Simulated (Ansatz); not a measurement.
Input:

End structure of a constructed model of the (111) surface of fcc Rh, a pseudomorphic layer of Ge in the other hollow (bottom of the slab: a bare face, its two planes held):

```yaml
crystal:
  lattice:
    - [2.70822, 0.00000, 0.00000]
    - [-1.35411, 2.34539, 0.00000]
    - [0.00000, 0.00000, 29.50000]
  atoms:
    - { symbol: Rh, position: [0.33333, 0.66667, 0.27447] }
    - { symbol: Rh, position: [0.66667, 0.33333, 0.34943] }
    - { symbol: Rh, position: [0.00000, 0.00000, 0.42383] }
    - { symbol: Rh, position: [0.33333, 0.66667, 0.49897] }
    - { symbol: Rh, position: [0.66667, 0.33333, 0.57377] }
    - { symbol: Rh, position: [0.00000, 0.00000, 0.65025] }
    - { symbol: Ge, position: [0.66667, 0.33333, 0.72172] }
```

Slab: 7 atoms, 13.3 Å thick at the start with caps and adatoms (thin: gaps and levels are the slab's own); k 16x16x1, smearing 0.1 eV, dipole-corrected; 2 atoms held, the rest relaxed; start symmetry kept, larger cells not searched; no spin, no spin-orbit, no U. In PBE it is, or lies within 0.01 eV a 1x1 cell of, the lowest of the 2 structures of its composition computed so far; subsurface sites and larger cells were not tried.

Question: Estimate the work function of the top face that PBE in Ansatz (a first-principles code) returns for this input.

Answer: 4.52 eV
